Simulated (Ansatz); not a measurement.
Consider Al2O3 in the corundum structure (space group R-3c, No. 167; a = 4.809 Å, c = 13.124 Å (hexagonal axes)).

All numbers come from Ansatz (an electronic-structure program) PBE, scalar-relativistic without spin-orbit coupling.

Before the change:

```
Property                              Result
---------------------  ---------------------
Band gap                             5.85 eV
Volume per atom                      8.76 Å³
Valence-band top at Γ  0.00, -0.03, -0.03 eV
```

The change: a hydrostatic pressure of 0.9 GPa.

Task: What does the calculation give for the band gap, volume per atom and valence-band top at Γ after the change?

Result: The band gap grows by 0.05 eV to 5.90 eV; the volume per atom shrinks by 0.03 Å³ to 8.73 Å³; the valence-band top at Γ (three highest levels, from the VBM) is still 0.00, -0.03, -0.03 eV.

Load acts through the strain it causes; cell and atoms are relaxed under it. Stability against distortions was not tested.
